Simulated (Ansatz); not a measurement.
The starting structures come from a database of crystals and need not be the phases stable at ambient conditions.

The decay constant κ of evanescent states in the gap governs leakage through a thin film.

```
InLiI4O12
1.0
    4.87238     0.00696     0.00723
   -0.10768     8.61984    -0.00504
   -0.06537     0.57958     6.47670
Li In I O
1 1 4 12
Direct
  0.50000   0.50000   0.00000
  0.50000   0.50000   0.50000
  0.48558   0.15804   0.80483
  0.51442   0.84196   0.19517
  0.99136   0.23738   0.28115
  0.00864   0.76262   0.71885
  0.25409   0.07125   0.62408
  0.74591   0.92875   0.37592
  0.29149   0.10139   0.04523
  0.70851   0.89861   0.95477
  0.77583   0.30537   0.49244
  0.22417   0.69463   0.50756
  0.78098   0.30931   0.06229
  0.21902   0.69069   0.93771
  0.35192   0.36325   0.77149
  0.64808   0.63675   0.22851
  0.24382   0.39955   0.26646
  0.75618   0.60045   0.73354
```

Space group of this cell: P-1. The cell was relaxed by PBE-D3(BJ); by r2SCAN its mean pressure is -3.0 GPa.

Transport runs along the normal of the first two printed cell vectors.

The gap is the functional's own, uncorrected, and κ follows it; spin-orbit coupling is left out. Mid-gap values are interpolated between the computed energies.

**Question.** Estimate the band gap and the smallest decay constant κ at mid-gap that r2SCAN (Ansatz, a first-principles code) returns for this system.

**Answer.** Gap 3.66 eV on a 6×4×6 mesh; κ = 0.424 1/Å, at (0.333, 0.500) of the in-plane reciprocal vectors. At the zone centre, at the nearest computed energy, the slowest state has κ = 0.49 1/Å.
